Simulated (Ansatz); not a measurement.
Formation energy of the localised charge states of N on the O site in beta Ga2O3 (start: the O(1) site; 120-site cell, 2×2×2 shifted sampling) against the Fermi level, Ga-rich (Δμ(O) = -3.04 eV, Δμ(N) = -0.88 eV, bounded by wurtzite GaN; only phases computed here count, gases as isolated molecules at 0 K). These are PBE, PAW (plane waves to 420 eV; Ansatz, a first-principles code) values and carry that method's errors.

Charges with a result: +1, 0, −1. Others weren't obtained, and one of them could lie lower, also by skipping a charge.

Details: 120-site cell; 2×2×2 shifted k-points; host gap 2.01 eV; charged states image-corrected; finite-size errors of tenths of an eV; flagged in the runs: a host whose relaxation on this sampling wasn't shown to rest, a strain field that reaches the edge of the cell.

Left out: charge +1 (carrier in host band states).

```json
[
 {"E_F − E_VBM (eV)": "0.00", "q = 0": "2.14", "q = −1": "3.79"},
 {"E_F − E_VBM (eV)": "0.25", "q = 0": "2.14", "q = −1": "3.54"},
 {"E_F − E_VBM (eV)": "0.50", "q = 0": "2.14", "q = −1": "3.29"},
 {"E_F − E_VBM (eV)": "0.75", "q = 0": "2.14", "q = −1": "3.04"},
 {"E_F − E_VBM (eV)": "1.00", "q = 0": "2.14", "q = −1": "2.78"},
 {"E_F − E_VBM (eV)": "1.26", "q = 0": "2.14", "q = −1": "2.53"},
 {"E_F − E_VBM (eV)": "1.51", "q = 0": "2.14", "q = −1": "2.28"},
 {"E_F − E_VBM (eV)": "1.76", "q = 0": "2.14", "q = −1": "2.03"},
 {"E_F − E_VBM (eV)": "2.01", "q = 0": "2.14", "q = −1": "1.78"}
]
```

Crossings of the lowest lines: (0/−1) at 1.65 eV.
